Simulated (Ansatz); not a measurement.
Worked example: self-consistent single point of Mo (Im-3m, 1 atom in the cell) in Ansatz (a program for electronic structure).

Level of theory: LDA (PW92), default PAW files made with PBE (plane waves; Ansatz).

```xyz
1
Lattice="-1.5671 1.5671 1.5671 1.5671 -1.5671 1.5671 1.5671 1.5671 -1.5671" Properties=species:S:1:pos:R:3 pbc="T T T"
Mo     0.0000     0.0000     0.0000
```

Reference input (self-consistent single point, DFT, LDA (PW92), plane waves, default PAW files made with PBE): basis.ecutwfc = 30.9 Ry; kpoints.mp_grid.grid = 15 15 15; hamiltonian.xc = lda; hamiltonian.pseudopotentials = {kind: paw} (the program's default PAW files); scf.occupations.method = fermi_dirac; scf.occupations.width = 0.0073 Ry. This run's input differs from it in these lines:

Ansatz 0.2 input:
```diff
@@ -11,3 +11,3 @@
   mp_grid:
-    grid: [15, 15, 15]
+    grid: [13, 13, 13]
 hamiltonian:
```

Log, with long lists cut:

```
SCF iter   1: F=—  HF=-4842.869242 eV  |F-HF|=—  |Δ(HF+E_count)|=         —  Δρ=7.54e-3  dr2=2.01e-3  ethr=1.77e-3  ⟨swp⟩=5.0  Hψ=5392  notcnv=0
all-band conjugate gradients solve this SCF's bands
preconditioner: auto → none
SCF iter   2: F=—  HF=-4842.868828 eV  |F-HF|=—  |Δ(HF+E_count)|=   4.15e-4  Δρ=3.68e-3  dr2=4.45e-4  ethr=1.43e-5  ⟨swp⟩=1.8  Hψ=1754  notcnv=0
SCF iter   3: F=—  HF=-4842.868775 eV  |F-HF|=—  |Δ(HF+E_count)|=   5.27e-5  Δρ=5.69e-4  dr2=3.99e-5  ethr=3.18e-6  ⟨swp⟩=3.0  Hψ=1515  notcnv=0
SCF iter   4: F=—  HF=-4842.868758 eV  |F-HF|=—  |Δ(HF+E_count)|=   1.66e-5  Δρ=1.07e-4  dr2=6.88e-7  ethr=2.85e-7  ⟨swp⟩=2.0  Hψ=1345  notcnv=0
SCF iter   5: F=—  HF=-4842.868758 eV  |F-HF|=—  |Δ(HF+E_count)|=   7.50e-8  Δρ=5.66e-5  dr2=2.00e-7  ethr=4.92e-9  ⟨swp⟩=2.0  Hψ=1518  notcnv=0
SCF iter   6: F=-4842.868758 eV  HF=-4842.868758 eV  |F-HF|=1.54e-8  |Δ(HF+E_count)|=   8.40e-8  Δρ=1.85e-5  dr2=1.95e-8  ethr=7.14e-10  ⟨swp⟩=4.0  Hψ=2933  notcnv=0
SCF 1 converged in 6 iterations: F = -4842.868758 eV  dr2 = 1.95e-8
Free energy (F): -4842.868758 eV
Internal energy: -4842.846882 eV  (E = F + TS)
E sigma→0 (E₀):  -4842.857820 eV
Entropy (-TS):   -0.021876 eV (-21.876 meV/atom)
Fermi energy:    21.285983 eV
--- Forces (eV/Å), atoms counted from 1 ---
  atom   1  Mo     0.00000000     0.00000000     0.00000000
--- Stress (GPa, compression-positive) ---
       -6.310507      -0.000000      -0.000000
       -0.000000      -6.310507      -0.000000
        0.000000       0.000000      -6.310507
  P = ⅓ Tr σ = -6.3105 GPa (-63.105 kbar)
  The stress holds the Pulay correction. Without it, at fixed plane waves, as pw.x and ABINIT print it: P = -6.3224 GPa
```

The run converged in 6 iterations. Against the reference run the free energy falls by 7.8 meV/atom and the pressure goes from -5.89 to -6.31 GPa.

The starting cell has typed, rounded lattice constants, without a prior relaxation at this level. Its lattice was rescaled by up to half a per cent. Spin polarisation is off. With a pressure of about -6 GPa the cell is away from its equilibrium volume at this level. Ansatz's pressure includes its estimate of the finite-basis (Pulay) stress.
